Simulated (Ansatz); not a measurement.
Input and output of a dielectric-response calculation for LiLuO₂ (I4_1/amd, 8 atoms in the cell) (Ansatz, a first-principles code).

Method: LDA (PW92), default PAW files made with PBE (plane waves; Ansatz).

```xyz
8
Lattice="-2.1440 2.1440 4.9531 2.1440 -2.1440 4.9531 2.1440 2.1440 -4.9531" Properties=species:S:1:pos:R:3 pbc="T T T"
Li     2.1440     0.0000     2.4766
Li     0.0000     0.0000     4.9531
Lu     0.0000     0.0000     0.0000
Lu     0.0000     2.1440     2.4766
O      0.0000     0.0000     7.6884
O      0.0000     2.1440     0.2588
O      0.0000     2.1440     4.6944
O      0.0000     0.0000     2.2178
```

Reference input (self-consistent single point, DFT, LDA (PW92), plane waves, default PAW files made with PBE): basis.ecutwfc = 420 eV; kpoints.mp_grid.grid = 8 8 8; hamiltonian.xc = lda; hamiltonian.pseudopotentials = {kind: paw} (the program's default PAW files); scf.occupations.method = fixed. This run's input differs from it in these lines:

Ansatz 0.2 input:
```diff
@@ -15,3 +15,3 @@
 basis:
-  ecutwfc: 420.0
+  ecutwfc: 335.0
 kpoints:
@@ -26,6 +26,3 @@
     method: fixed
-output:
-  forces: true
-  eigenvalues: true
-  stress: true
+dielectric: {}
```

Output, abridged:

```
SCF iter   1: F=—  HF=-31623.947099 eV  |F-HF|=—  |Δ(HF+E_count)|=         —  Δρ=2.22e-2  dr2=3.44e-1  ethr=1.77e-3  ⟨swp⟩=6.1  Hψ=29251  notcnv=0  defer=806
all-band conjugate gradients solve this SCF's bands
preconditioner: auto → Resta (q_TF=auto, 2.670 Å⁻¹)
SCF iter   2: F=—  HF=-31623.857943 eV  |F-HF|=—  |Δ(HF+E_count)|=   8.92e-2  Δρ=5.02e-3  dr2=8.75e-3  ethr=4.30e-4  ⟨swp⟩=2.9  Hψ=14060  notcnv=0  defer=889
   [... lines left out ...]
SCF iter   7: F=—  HF=-31623.858494 eV  |F-HF|=—  |Δ(HF+E_count)|=   3.22e-6  Δρ=1.52e-5  dr2=1.66e-7  ethr=5.84e-9  ⟨swp⟩=4.0  Hψ=16623  notcnv=0  defer=682
SCF iter   8: F=—  HF=-31623.858495 eV  |F-HF|=—  |Δ(HF+E_count)|=   7.24e-7  Δρ=5.48e-6  dr2=1.79e-8  ethr=2.08e-10  ⟨swp⟩=5.6  Hψ=21317  notcnv=0  defer=682
SCF iter   9: F=—  HF=-31623.858495 eV  |F-HF|=—  |Δ(HF+E_count)|=   2.08e-8  Δρ=7.04e-7  dr2=3.98e-10  ethr=2.23e-11  ⟨swp⟩=3.7  Hψ=14929  notcnv=0  defer=682
SCF iter  10: F=-31623.858495 eV  HF=-31623.858495 eV  |F-HF|=1.46e-11  |Δ(HF+E_count)|=   4.57e-9  Δρ=2.66e-7  dr2=4.65e-11  ethr=1.00e-12  ⟨swp⟩=8.4  Hψ=91214  notcnv=0
SCF 1 converged in 10 iterations: F = -31623.858495 eV  dr2 = 4.65e-11
DFPT response loops at Γ: preconditioner auto → none (the input reference at scf.mixing.eps_inf says where Resta's filter doesn't serve); β = 0.50 …
Free energy (F): -31623.858495 eV
Internal energy: -31623.858495 eV  (E = F + TS)
E sigma→0 (E₀):  -31623.858495 eV
Fermi energy:    9.981938 eV
--- Dielectric response (ions clamped): 2 representative field directions + reference, on 150 of 512 k-points (Σ response iterations 16) ---
  k mesh reduced under 2 symmetry operations, with k and −k counted as one. Each operation leaves every solved perturbation unchanged …
  ε∞ (high-frequency dielectric tensor):
        3.964398     0.000000     0.000000
   [... lines left out ...]
        -0.00000   -1.53820   -0.00000
         0.00000    0.00000   -2.28476
    site 7:
        -1.53820   -0.00000   -0.00000
        -0.00000   -3.33914    0.00000
        -0.00000    0.00000   -2.28476
  Z* charge neutrality: 6.801e-5 e pre-enforcement
  k-mesh period / interband length: 34.3 Å / 1.50 Å = 22.85 at k = (0.0000, 0.0000, 0.0000), direct gap 3.989 eV — 14 or more, which is no proof of convergence
```

The run converged in 10 iterations. 

Summary of the result:
Free energy E − TS (on the zero of these files): -31623.8585 eV
Top of the valence band (on the code's own zero): 9.98 eV
Gap on the k-point mesh: 3.99 eV
ε∞ at this k-point mesh, which may be far from converged in small-gap cells (xx, yy, zz): 3.96, 3.96, 4.04
Born charges at this mesh (mean of the diagonal, e): Li 1.09, Li 1.09, Lu 3.68, Lu 3.68, O -2.39, O -2.39, O -2.39, O -2.39

The starting cell comes from a database of computed structures (which also holds hypothetical and non-ambient phases and stackings), without a prior relaxation at this level. Its lattice was rescaled by up to half a per cent. Spin-orbit coupling is off. The cutoff lies below the one recommended for these files.

Cost on one core of a shared machine: roughly 4 min.
